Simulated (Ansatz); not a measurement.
A self-consistent single point of BiAu2 (Fd-3m, 6 atoms in the cell) with Ansatz (an electronic-structure program)

Computed with PBEsol, default PAW files made with PBE (plane waves; Ansatz).

Input as run:

Ansatz 0.2 input:
```yaml
# BiAu2
crystal:
  lattice:
    - [0.000000, 4.013240, 4.013240]
    - [4.013240, 0.000000, 4.013240]
    - [4.013240, 4.013240, 0.000000]
  atoms:
    - { symbol: Bi, position_ang: [4.013240, 4.013240, 4.013240] }
    - { symbol: Bi, position_ang: [6.019860, 6.019860, 6.019860] }
    - { symbol: Au, position_ang: [3.009930, 3.009930, 1.003310] }
    - { symbol: Au, position_ang: [3.009930, 1.003310, 3.009930] }
    - { symbol: Au, position_ang: [1.003310, 1.003310, 1.003310] }
    - { symbol: Au, position_ang: [1.003310, 3.009930, 3.009930] }
kpoints:
  mp_grid:
    grid: [9, 9, 9]
hamiltonian:
  xc: pbesol
  pseudopotentials:
    kind: paw
scf:
  occupations:
    method: cold
    width: 0.272
output:
  forces: true
  eigenvalues: true
  stress: true
```

The program printed (abridged):

```
WARN basis.ecutwfc = 420 eV, the default
WARN ansatz: RAYON_NUM_THREADS=1 ignored (pool sized by the plan → 1); use --threads N
Pseudopotentials: kind: paw
Pseudopotential: Bi, paw, valence charge 15
Pseudopotential: Au, paw, valence charge 19
Crystal: 6 atoms, lattice volume = 129.275 Å³
Basis set: ecut = 420 eV, 2565 PW (Γ), exchange–correlation on 80×80×80 points (8 copies of the dense FFT grid, shifted against one another)
Bands: 64, of which v1, the nominal top of the filled ones, is band 53 counted from 1 (52 counted from 0)
Symmetry: 48 space group operations
Space group: Fd-3m (ITA 227), of the structure as read, at distance tolerance 5.1e-5 Å
k-points: 35 of 729
PAW frozen core: Bi, regenerated for the run's functional, and the local potential with it
PAW frozen core: Au, regenerated for the run's functional, and the local potential with it
Initial density: superposition of atomic densities (neutral atoms: chi_scale 0, normalization atom), corrected by the library's trained network
Initial wavefunctions: pseudopotential atomic-orbital guess
Eigensolver: davidson
Functional: x = pbesol(κ = 0.804, μ = 0.12345679012345678), c = pbesol(β = 0.046)
SCF iter   1: F=—  HF=-76512.729727 eV  |F-HF|=—  |Δ(HF+E_count)|=         —  Δρ=5.19e-3  dr2=3.02e-2  ethr=1.77e-3  ⟨swp⟩=7.0  Hψ=8240  notcnv=0
all-band conjugate gradients solve this SCF's bands
preconditioner: auto → Kerker (q_TF=auto, 2.640 Å⁻¹)
SCF iter   2: F=—  HF=-76512.723389 eV  |F-HF|=—  |Δ(HF+E_count)|=   6.34e-3  S|Δr|=    0.00e0  Δρ=2.25e-3  dr2=6.13e-3  ethr=2.85e-5  ⟨swp⟩=2.7  Hψ=4039  notcnv=0
SCF iter   3: F=—  HF=-76512.721577 eV  |F-HF|=—  |Δ(HF+E_count)|=   1.81e-3  S|Δr|=    0.00e0  Δρ=6.78e-4  dr2=1.20e-3  ethr=5.78e-6  ⟨swp⟩=2.0  Hψ=2857  notcnv=0
SCF iter   4: F=—  HF=-76512.721223 eV  |F-HF|=—  |Δ(HF+E_count)|=   3.53e-4  S|Δr|=    0.00e0  Δρ=1.47e-4  dr2=1.03e-4  ethr=1.13e-6  ⟨swp⟩=2.0  Hψ=2965  notcnv=0
SCF iter   5: F=—  HF=-76512.721199 eV  |F-HF|=—  |Δ(HF+E_count)|=   2.46e-5  S|Δr|=    0.00e0  Δρ=4.20e-5  dr2=1.41e-6  ethr=9.75e-8  ⟨swp⟩=2.1  Hψ=3037  notcnv=0
SCF iter   6: F=—  HF=-76512.721198 eV  |F-HF|=—  |Δ(HF+E_count)|=   1.02e-6  S|Δr|=    0.00e0  Δρ=1.00e-5  dr2=9.70e-8  ethr=9.43e-11  ⟨swp⟩=8.5  Hψ=12370  notcnv=0
SCF iter   7: F=-76512.721198 eV  HF=-76512.721198 eV  |F-HF|=7.25e-9  |Δ(HF+E_count)|=   1.20e-8  S|Δr|=    0.00e0  Δρ=2.74e-6  dr2=1.36e-8  ethr=9.15e-11  ⟨swp⟩=2.8  Hψ=7273  notcnv=0
SCF 1 converged in 7 iterations: F = -76512.721198 eV  dr2 = 1.36e-8
SCF converged after 7 iterations
Stability not checked (fill_not_monotonic)
Free energy (F): -76512.721198 eV
Harris-Foulkes:  -76512.721198 eV  (|F-HF|=7.25e-9)
Internal energy: -76512.731523 eV  (E = F + TS)
E sigma→0 (E₀):  -76512.724640 eV
Entropy (-TS):   0.010326 eV (1.721 meV/atom)
Fermi energy:    16.341958 eV
--- Per-component energies (eV) ---
  E_band       = -1174.545865
  E_kinetic    = 3021.025830
  E_local      = -11172.620839  (includes V_loc(G=0)·N_el)
  E_nonlocal   = 1433.665479
  E_hartree    = 4479.549533
  E_xc         = -1207.994410
  E_vxc        = -1387.858112  (∫ρ·V_xc dr)
  E_paw        = -59280.265381  (= ΣΔE_a)
  E_vpaw       = -2027.852316  (= ΣTr[D̂ρ^β])
  E_aug_tail   = 0.004708  (compensation charges beyond the density's cutoff)
  E_ewald      = -13787.513864
  E_core_change = 1.417421  (= ΣΔE_core)
  E_smearing   = 0.010326  (= −TS)
  E_closure    = 0.000000  (closes the sum)
  Σ components = -76512.721198   (vs F -76512.721198, Δ=0.00e0)
--- Forces (eV/Å), atoms counted from 1 ---
  atom   1  Bi    -0.00000000     0.00000000     0.00000000
   [... zero for the other atoms too ...]
  max |Σ_I F_I| component: 6.48e-17 eV/Å
--- Stress (GPa, compression-positive) ---
       -3.486436       0.000000       0.000000
        0.000000      -3.486436      -0.000000
        0.000000       0.000000      -3.486436
  P = ⅓ Tr σ = -3.4864 GPa (-34.864 kbar)
  The stress holds the Pulay correction. Without it, at fixed plane waves, as pw.x and ABINIT print it: P = -3.5273 GPa
--- Band table (eV; the first three rows and the last of 35) ---
  k-point 0: bands = ["-89.0874", "-89.0770", "-89.0770", "-89.0770", "-40.6527", "-40.5312", "-40.5312", "-40.5312", "-40.4914", "-40.4914", "-40.4155", "-40.4155", "-40.4155", "-40.4080", "-40.4080", "-40.4080", "-6.6789", "-6.6789", "-6.6789", [...]
  k-point 1: bands = ["-89.0871", "-89.0772", "-89.0770", "-89.0770", "-40.6484", "-40.5303", "-40.5294", "-40.5294", "-40.4904", "-40.4904", "-40.4177", "-40.4177", "-40.4155", "-40.4133", "-40.4087", "-40.4087", "-6.6805", "-6.6805", "-6.6778", [...]
  k-point 2: bands = ["-89.0865", "-89.0779", "-89.0770", "-89.0770", "-40.6369", "-40.5271", "-40.5246", "-40.5246", "-40.4868", "-40.4868", "-40.4284", "-40.4253", "-40.4253", "-40.4155", "-40.4095", "-40.4095", "-6.6834", "-6.6834", "-6.6753", [...]
  k-point 34: bands = ["-89.0829", "-89.0815", "-89.0770", "-89.0770", "-40.5755", "-40.5533", "-40.4986", "-40.4947", "-40.4780", "-40.4716", "-40.4595", "-40.4561", "-40.4395", "-40.4277", "-40.4250", "-40.4225", "-6.6947", "-6.6932", "-6.6504", [...]
```

The run converged in 7 iterations.

The starting cell comes from a database of computed structures (which also holds hypothetical and non-ambient phases and stackings), without a prior relaxation at this level. Spin-orbit coupling is off. With a pressure of about -3 GPa the cell is away from its equilibrium volume at this level. Ansatz's pressure includes its estimate of the finite-basis (Pulay) stress.
